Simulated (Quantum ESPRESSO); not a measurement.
**How far to go with the k-point mesh at a smearing width of 0.05 eV: K (Im-3m, 1 atom in the cell)**

```xyz
1
Lattice="2.6532 2.6532 2.6532 -2.6532 2.6532 2.6532 -2.6532 -2.6532 2.6532" Properties=species:S:1:pos:R:3 pbc="T T T"
K      0.0000     0.0000     0.0000
```

Level of theory: PBE, PseudoDojo standard norm-conserving (PBE) pseudopotentials (plane waves; Quantum ESPRESSO 7.5).

Base settings: ecutwfc = 75 Ry; occupations = smearing; smearing = fd; degauss = 0.0073499 Ry; potentials = {K: K.upf}; K_POINTS = automatic 9 9 9 0 0 0; conv_thr = 1e-08 Ry; mixing_beta = 0.4.

In this ladder: degauss = 0.0036749 Ry.

The second cell is the first with its lattice scaled by 0.98.

Only quantities that move along the ladder and can be compared are tabulated.

The count of work is k-points × plane waves × bands × iterations; it is no time. Core times come from one kind of shared machine, to one figure; runs under 30 s give none.

The starting cell has typed, rounded lattice constants, without a prior relaxation at this level. Its lattice was rescaled by up to half a per cent.

Steps (K_POINTS): automatic 3 3 3 0 0 0; automatic 4 4 4 0 0 0; automatic 5 5 5 0 0 0; automatic 6 6 6 0 0 0; automatic 7 7 7 0 0 0; automatic 8 8 8 0 0 0; automatic 10 10 10 0 0 0; automatic 12 12 12 0 0 0; automatic 14 14 14 0 0 0; automatic 17 17 17 0 0 0; automatic 21 21 21 0 0 0.

Problem. What is the coarsest K_POINTS that holds the energy of the compressed cell less the first within 0.2 meV/atom of the last step, with all finer ones?

Solution. automatic 10 10 10 0 0 0, at 0.16 of the last step's count of work; the step before is off by 0.30 meV/atom.

Problem. What is the coarsest K_POINTS that holds the pressure within 0.1 GPa of the last step, with all finer ones?

Solution. automatic 4 4 4 0 0 0, at 0.028 of the last step's count of work; the step before is off by 0.11 GPa.

Problem. What is the coarsest K_POINTS that holds the free energy within 0.5 meV/atom of the last step, with all finer ones?

Solution. automatic 14 14 14 0 0 0, at 0.31 of the last step's count of work and about 0.4 of the last step's time; the step before is off by 0.58 meV/atom.

| K_POINTS | free energy less the last step's (meV/atom) | energy of the compressed cell less the first (meV/atom) | pressure (GPa) | count of work / last | core time / last (rough) |
|---|---|---|---|---|---|
| automatic 3 3 3 0 0 0 | -91.47 | -1.40 | -0.15 | 0.012 | – |
| automatic 4 4 4 0 0 0 | 55.62 | 4.36 | 0.05 | 0.028 | – |
| automatic 5 5 5 0 0 0 | -2.86 | 1.64 | -0.04 | 0.030 | – |
| automatic 6 6 6 0 0 0 | 14.36 | 2.57 | -0.01 | 0.048 | – |
| automatic 7 7 7 0 0 0 | -1.92 | 1.64 | -0.05 | 0.069 | – |
| automatic 8 8 8 0 0 0 | 4.69 | 2.08 | -0.03 | 0.10 | – |
| automatic 10 10 10 0 0 0 | 2.01 | 1.92 | -0.04 | 0.16 | – |
| automatic 12 12 12 0 0 0 | 0.58 | 1.84 | -0.04 | 0.25 | 0.3 |
| automatic 14 14 14 0 0 0 | -0.16 | 1.79 | -0.04 | 0.31 | 0.4 |
| automatic 17 17 17 0 0 0 | 0.04 | 1.78 | -0.04 | 0.49 | 0.5 |
| automatic 21 21 21 0 0 0 | 0.00 | 1.78 | -0.04 | 1.0 | 1 |

The energy difference between the two cells stays within 1 meV/atom of the last step's from automatic 5 5 5 0 0 0 on, the total only from automatic 12 12 12 0 0 0 on: much of the error is common to both cells and cancels.
